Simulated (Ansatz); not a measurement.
The reference is SiC in the zinc blende structure (space group F-43m, No. 216).

```
SiC
1.0
    0.00000     2.17831     2.17831
    2.17831     0.00000     2.17831
    2.17831     2.17831     0.00000
C Si
1 1
Direct
  0.75000   0.75000   0.75000
  0.00000   0.00000   0.00000
```

Cartesian axes are those of the cell as printed.

Level of theory: r2SCAN in Ansatz (plane waves to 500 eV, PAW, spin-orbit coupling left out), earlier PAW set.

For the base:

The valence-band top at Γ is 0.00, 0.00, 0.00 eV. The valley order is X along ⟨100⟩ 1.71 eV and the pressure is 0.00 GPa.

It is then changed as follows: a pure shear with ε_yz = ε_zy = 0.0356; the atoms relax in the strained cell.

Q: What happens to the valence-band top at Γ, valley order, pressure, largest internal atomic displacement and energy relative to the base?

A: The valence-band top at Γ (three highest levels, from the VBM) becomes 0.00, -0.42, -0.70 eV (base: 0.00, 0.00, 0.00 eV); the valley order (the lowest conduction-band minima on the path, energy above the VBM, named in the base's zone) becomes X along [100] 1.09 eV; X along [001] 1.32 eV (base: X along ⟨100⟩ 1.71 eV); the pressure (mean of the normal stresses, compression positive) goes from zero to 0.81 GPa; the largest internal atomic displacement amounts to 0.014 Å; the energy goes up by 43 meV/atom.

The levels and masses belong to the bands next to the band gap. Whether these cells are dynamically stable was not tested.

Ansatz is a first-principles code.
